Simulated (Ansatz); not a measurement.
Input:

```
SiO2
1.0
    5.07756     0.00000     0.00000
    0.00000     5.07756     0.00000
    0.00000     0.00000     7.03927
Si O
4 8
Direct
  0.29373   0.29373   0.00000
  0.79373   0.20627   0.75000
  0.20627   0.79373   0.25000
  0.70627   0.70627   0.50000
  0.24118   0.09278   0.17436
  0.74118   0.40722   0.57564
  0.25882   0.59278   0.07564
  0.75882   0.90722   0.67436
  0.90722   0.75882   0.32564
  0.40722   0.74118   0.42436
  0.59278   0.25882   0.92436
  0.09278   0.24118   0.82564
```

No spin polarisation.

Method: PBEsol (Ansatz, a program for electronic structure; PAW; 420 eV plane waves; no SOC). k-mesh 5×5×4 (Γ-centred); smearing 0.05 eV (Fermi–Dirac).

Problem. Predict the in-plane stress, gap character and space group.

Solution. The mean in-plane stress (compression positive) is -0.5 GPa and the gap character comes out as direct at Γ. The space group is P4_12_12 (No. 92).

The cells carry an imposed strain or load. Stability against distortions was not tested. The cell was made from SiO₂ (space group P4_12_12, No. 92) by this change: biaxial strain +0.95 %, plane normal [001], relaxed out of plane.
